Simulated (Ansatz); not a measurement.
Take TiS$_{2}$ in the CdI2 type structure (space group P-3m1, No. 164; a = 3.3594 Å, c = 5.5200 Å; layered, stacked along the Cartesian z axis; relaxed with 0.1 eV smearing) as the base. Axes: x lies along a and z along c of the hexagonal cell.

Level of theory: Ansatz (a first-principles code) PBE-D3(BJ), no spin-orbit coupling.

Base values:

The pressure comes out as 0.0 GPa.

Modification: biaxial strain +0.23 %, plane normal [001], relaxed out of plane (Cartesian); in-plane vectors clamped, the third vector and the atoms free.

Task: Estimate the effect on the pressure and out-of-plane strain.

Result: The pressure (mean of the normal stresses, compression positive) goes from zero to -0.3 GPa; the out-of-plane strain comes out as -0.11 %.

Stability against distortions was not tested. All final runs are without spin polarisation.
